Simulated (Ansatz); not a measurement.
Given:

```xyz
2
Lattice="3.4067 0.0000 0.0000 1.7033 2.9503 0.0000 1.7033 -0.9834 2.7979" Properties=species:S:1:pos:R:3 pbc="T T T"
Be     0.0000     0.0000     0.0019
S      3.4067     0.0000     2.0965
```

No spin polarisation.

Method: Ansatz (an electronic-structure program) PBEsol, scalar-relativistic without spin-orbit coupling. Γ-centred 12×12×12 mesh, Fermi–Dirac width 0.05 eV.

Q: Estimate the smallest direct gap.

A: 5.50 eV.

Q: What band gap does the calculation give?

A: 2.88 eV.

The cells carry an imposed strain or load. Whether these cells are dynamically stable was not tested. The cell was made from BeS in the zinc blende structure (space group F-43m, No. 216) by this change: biaxial strain −0.42 %, plane normal [111], relaxed out of plane.
